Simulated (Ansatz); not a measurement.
A computed series for MgTe: pressure series

The parent structure is MgTe in the zinc blende structure (space group F-43m, No. 216; a = 6.368 Å).

Cell and atoms are relaxed at each pressure.

Calculations: plane-wave PAW DFT at the LDA level (Ansatz, a program for electronic structure, 420 eV), without spin-orbit coupling.

Computed cases, in order: pressure −2 GPa; pressure −1 GPa; 0 GPa (base); pressure 0.9 GPa; pressure 2.1 GPa; pressure 4.5 GPa; pressure 9 GPa; pressure 15 GPa; pressure 22.5 GPa; pressure 30 GPa.

Question: Between which two neighbouring cases does the gap turn between direct and indirect?

Answer: Between pressure 0.9 GPa (2.48 eV, direct at Γ) and pressure 2.1 GPa (2.58 eV, indirect, Γ → X). The whole series: pressure −2 GPa: 2.12 eV, direct at Γ; pressure −1 GPa: 2.26 eV, direct at Γ; 0 GPa (base): 2.38 eV, direct at Γ; pressure 0.9 GPa: 2.48 eV, direct at Γ; pressure 2.1 GPa: 2.58 eV, indirect, Γ → X; pressure 4.5 GPa: 2.50 eV, indirect, Γ → X; pressure 9 GPa: 2.37 eV, indirect, Γ → X; pressure 15 GPa: 2.21 eV, indirect, Γ → X; pressure 22.5 GPa: 2.04 eV, indirect, Γ → X; pressure 30 GPa: 1.88 eV, indirect, Γ → X.

Spin-orbit coupling, missing from the scalar runs, can matter with Te. Load acts through the strain it causes; cell and atoms are relaxed under it. Stability against distortions was not tested. Tetrahedral semiconductors of this kind turn to denser phases somewhere between about 1 and 50 GPa; those were not computed, so compressed cells here can lie past the real transition.
